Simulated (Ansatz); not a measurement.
Phonon-limited resistivity of Ti$_{2}$C (R-3m) against temperature in μΩ·cm, PBEsol, DFPT electron-phonon coupling, linearised Boltzmann equation (Ansatz, a first-principles code), harmonic crystal at a fixed cell. x, y and z are the axes of this cell:
```yaml
crystal:
  lattice:
    - [1.52638, 0.88125, 4.77065]
    - [-1.52638, 0.88125, 4.77065]
    - [0.00000, -1.76251, 4.77065]
  atoms:
    - { symbol: Ti, position: [0.24584, 0.24584, 0.24584] }
    - { symbol: Ti, position: [0.75416, 0.75416, 0.75416] }
    - { symbol: C, position: [0.50000, 0.50000, 0.50000] }
```

```tsv
T	ρ (x, y)	ρ (z)
50 K	0.21	0.49
77 K	(withheld)	2.2
100 K	(withheld)	4.8
150 K	6.4	12.4
200 K	11.0	21
250 K	15.6	30
273 K	17.7	34
300 K	20	38
350 K	25	47
400 K	29	55
500 K	38	72
600 K	46	88
```

### Question
Some entries are withheld; supply them.

### Answer

- 77 K, ρ (x, y): 1.09
- 100 K, ρ (x, y): 2.4

A metal at this level (no band gap). Only scattering by harmonic phonons is included (no impurities, grain boundaries, electron-electron scattering or thermal expansion). Spin-orbit coupling is left out. Halving the electron mesh (32x32x32) moves the resistivity by up to 3 %. Smearing 0.20 eV; phonons on a 5x5x5 q mesh, which this run doesn't test and which matters most at low temperature.

Computed structure with no diffraction record at hand here (it may be known, metastable or hypothetical): Ti2C (R-3m).
